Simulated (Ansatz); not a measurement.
Reference: Al2O3 (R-3c), PBEsol, rigid bands (plane waves, PAW, scalar-relativistic; Ansatz, a quantum-chemistry and plane-wave program); axes and stresses refer to this cell.

```
CELL_PARAMETERS angstrom
      2.38693     1.37810     4.33827
     -2.38693     1.37810     4.33827
      0.00000    -2.75619     4.33827
ATOMIC_POSITIONS crystal
  Al 0.14792 0.14792 0.14792
  Al 0.85208 0.85208 0.85208
  Al 0.35208 0.35208 0.35208
  Al 0.64792 0.64792 0.64792
  O  0.94414 0.55586 0.25000
  O  0.05586 0.44414 0.75000
  O  0.25000 0.94414 0.55586
  O  0.75000 0.05586 0.44414
  O  0.55586 0.25000 0.94414
  O  0.44414 0.75000 0.05586
```

- hole mass along x = 4.5 mₑ
- electron conductivity mass = 0.39 mₑ
- hole conductivity mass = 3.5 mₑ

### Question
Change: hydrostatic pressure -2 GPa. What happens to hole mass along x, electron conductivity mass, hole conductivity mass?

### Answer
hole mass along x decreases to 4.3 mₑ; electron conductivity mass moves little, to 0.38 mₑ; hole conductivity mass moves little, to 3.6 mₑ.

### Question
Change: hydrostatic pressure 15 GPa. What happens to hole mass along x, electron conductivity mass, hole conductivity mass?

### Answer
hole mass along x grows to 5.0 mₑ; electron conductivity mass increases to 0.42 mₑ; hole conductivity mass decreases to 2.5 mₑ.

Masses are for dilute carriers at 300 K, harmonic means over directions unless an axis is named. Spin-orbit coupling is left out unless a row names it. Stresses and pressures are the targets of the relaxation.  The structure type is held under load, also where the real crystal would transform.
